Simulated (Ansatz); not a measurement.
Starting structure for a constructed model of the (0001) surface of hcp Ru, (√3x√3)R30° layer of In, one a cell, on the site that continues the host's stacking (bottom of the slab: a bare face, its two planes held).

```xyz
19
Lattice="4.0821 2.3568 0.0000 -4.0821 2.3568 0.0000 0.0000 0.0000 29.5000" Properties=species:S:1:pos:R:3 pbc="T T T"
Ru     1.3607     0.7856     8.1059
Ru     0.0000     3.1424     8.1059
Ru    -1.3607     0.7856     8.1059
Ru     0.0000     1.5712    10.2524
Ru     2.7214     1.5712    10.2524
Ru    -2.7214     1.5712    10.2524
Ru     1.3607     0.7856    12.3989
Ru     0.0000     3.1424    12.3989
Ru    -1.3607     0.7856    12.3989
Ru     0.0000     1.5712    14.5454
Ru     2.7214     1.5712    14.5454
Ru    -2.7214     1.5712    14.5454
Ru     1.3607     0.7856    16.6920
Ru     0.0000     3.1424    16.6920
Ru    -1.3607     0.7856    16.6920
Ru     0.0000     1.5712    18.8385
Ru     2.7214     1.5712    18.8385
Ru    -2.7214     1.5712    18.8385
In     1.3607     0.7856    21.3941
```

Computed with PBE (plane waves to 420 eV, PAW; Ansatz, a first-principles code).

Slab: 19 atoms, 13.3 Å thick at the start with caps and adatoms (thin: gaps and levels are the slab's own); k 9x9x1, smearing 0.1 eV, dipole-corrected; 6 atoms held, the rest relaxed; symmetry of the start imposed; no spin, no spin-orbit, no U. Held atoms (counted from 1): 1, 2, 3, 4, 5, 6.

### Question
Which atoms move most when this structure relaxes, how far, and what energy is gained?

### Answer
the energy falls by 0.16 eV. It is one candidate, not shown to be the stable structure of the face. Moves over a fifth of the largest (Å, atoms counted from 1):

```
atom     Δx     Δy     Δz
----  -----  -----  -----
In19   0.00   0.00  -0.27
Ru16  -0.03   0.02  -0.06
Ru17   0.03   0.02  -0.06
Ru18   0.00  -0.03  -0.06
```

Path of the relaxation:

```json
[
 {"step": "1", "E − E_final (eV)": "0.156", "largest force component (eV/Å)": "0.715"},
 {"step": "2", "E − E_final (eV)": "0.044", "largest force component (eV/Å)": "0.517"},
 {"step": "3", "E − E_final (eV)": "0.001", "largest force component (eV/Å)": "0.076"},
 {"step": "4", "E − E_final (eV)": "0.000", "largest force component (eV/Å)": "0.021"},
 {"step": "5", "E − E_final (eV)": "0.000", "largest force component (eV/Å)": "0.008"}
]
```
